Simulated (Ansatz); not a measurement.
The parent structure is Nb in the bcc (W type) structure (space group Im-3m, No. 229; a = 3.273 Å; relaxed with 0.1 eV smearing). Axes: x, y, z lie along the cube axes.

The values are results of Kohn–Sham DFT with the PBEsol functional, run in Ansatz (a quantum-chemistry and plane-wave program) with PAW and 420 eV plane waves, no SOC, earlier PAW set, not measurements.

Modification: the cell is compressed by 4.35 % along y with no lateral relaxation, atoms relaxed at fixed cell.

Q: Predict the stress tensor and what it implies for the stiffness.

A: Stress of the strained cell less that of the base (GPa, compression positive):
```
    7.1     0.0     0.0
    0.0    12.4     0.0
    0.0     0.0     7.1
```

Then −Δσ_ii/ε with ε = -0.0435 gives secant stiffness values (nonlinear terms included at this strain): C22 ≈ 286 GPa, C12 ≈ 163 GPa and C23 ≈ 163 GPa.

As a check, the harmonic strain energy −½ V₀ Δσ:ε is 30 meV/atom; the computed energy rise is 29 meV/atom.

Whether these cells are dynamically stable was not tested. The final runs are not spin-polarised.
